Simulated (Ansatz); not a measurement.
Given:

```yaml
crystal:
  lattice:
    - [0.01242, 3.18483, 3.18483]
    - [3.19725, 0.00000, 3.19725]
    - [3.18483, 3.18483, 0.01242]
  atoms:
    - { symbol: Te, position: [0.00000, 0.00000, 0.00000] }
    - { symbol: Sn, position: [0.50000, 0.50000, 0.50000] }
```

No spin polarisation.

Computed with DFT with r2SCAN, PAW potentials and a 500 eV plane-wave cutoff in Ansatz (an electronic-structure program), no spin-orbit coupling. Γ-centred 13×13×13 mesh, Fermi–Dirac width 0.05 eV.

### Question
Predict the band gap and smallest direct gap.

### Answer
The band gap is 0.08 eV. The smallest direct gap is 0.13 eV.

With Te present, leaving out spin-orbit coupling can change the band edges. The cells carry an imposed strain or load. No phonon test of stability was made. The cell was made from SnTe in the rock salt structure (space group Fm-3m, No. 225) by this change: tensor shear ε_xz = +0.39 %. A zero or small gap of SnTe can be the functional's error rather than a property of the material.
